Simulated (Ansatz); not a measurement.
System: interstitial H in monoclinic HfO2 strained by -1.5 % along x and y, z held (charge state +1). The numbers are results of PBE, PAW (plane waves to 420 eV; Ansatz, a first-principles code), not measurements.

Cell of 96 host sites held at the strained lattice (strain from the relaxed PBE one, atoms relaxed); the Γ point alone; Fermi-Dirac width 0.01 eV, spin-restricted; finite-size errors left in. No zero-point or tunnelling terms. Spin-orbit coupling is left out. The charge state is imposed; whether it is stable for some Fermi level was not computed. Sites that were not tried may lie lower.

Barriers: single points on a 2×2×2 k-point mesh shifted by half a step at the bands' geometries.

A. one H atom jumps by itself; the atom moves 2.04 Å along (-0.20, 0.17, -0.32) of the unit cell; the moving atom starts with neighbours O at 0.99, O at 1.86 Å and ends with O at 0.98, O at 2.12, O at 2.14 Å; saddle order not checked.
B. one H atom jumps by itself; the atom moves 1.02 Å along (-0.06, 0.14, -0.13) of the unit cell; the moving atom starts with neighbours O at 0.99, O at 1.87 Å and ends with O at 0.98, O at 2.12, O at 2.14 Å; saddle order not checked.
C. one H atom jumps by itself; the atom moves 1.95 Å along (-0.14, -0.31, -0.19) of the unit cell; the moving atom starts with neighbours O at 0.98, O at 2.12, O at 2.14 Å and ends with O at 0.98, O at 2.12, O at 2.14 Å; the start lies 0.044 eV above the lowest site run; saddle order not checked, on a symmetry element.

A band can be held on a symmetry element, so unchecked saddle points there may be too high.

Question: Order them by forward barrier (lowest first) at the level PBE, PAW.

Answer: B (0.26 eV), A (0.37 eV), C (0.87 eV)
